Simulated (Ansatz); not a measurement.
The reference is CdTe in the zinc blende structure (space group F-43m, No. 216; a = 6.5578 Å).

Structures relaxed with r2SCAN (Ansatz, a first-principles code), no SOC.

Base:

Simulated powder pattern, Cu Kα1, λ = 1.54056 Å (kinematic, ideal powder, no thermal factors, no anomalous dispersion; the 14 strongest lines at most, above 2 %, up to 2θ = 90°):

| 2θ (°) | I/Imax (%) | hkl |
|---|---|---|
| 23.48 | 100 | (111) |
| 38.81 | 80 | (220) |
| 45.86 | 49 | (311) |
| 56.05 | 13 | (400) |
| 61.59 | 20 | (331) |
| 70.26 | 27 | (422) |
| 75.23 | 15 | (333) |
| 83.28 | 8.4 | (440) |
| 88.04 | 15 | (531) |

The change: cell and atoms relaxed at a pressure of 15 GPa.

After the change:

Simulated powder pattern, Cu Kα1, λ = 1.54056 Å (kinematic, ideal powder, no thermal factors, no anomalous dispersion; the 14 strongest lines at most, above 2 %, up to 2θ = 90°):

```tsv
2θ (°)	d (Å)	I/Imax (%)	hkl
25.31	3.516	100	(111)
41.92	2.153	77	(220)
49.61	1.836	47	(311)
60.79	1.522	12	(400)
66.92	1.397	19	(331)
76.58	1.243	25	(422)
82.18	1.172	14	(333)
```

The indices refer to the base's conventional cell; one index is shown for lines that coincide.

Load acts through the strain it causes; cell and atoms are relaxed under it. No phonon test of stability was made. Measured, CdTe leaves this structure (for cinnabar) near 3.53 GPa (temperature not stated; as listed in Datta, Sujoy, Jana, Debnarayan, arXiv (2020)), on rising pressure, with hysteresis.
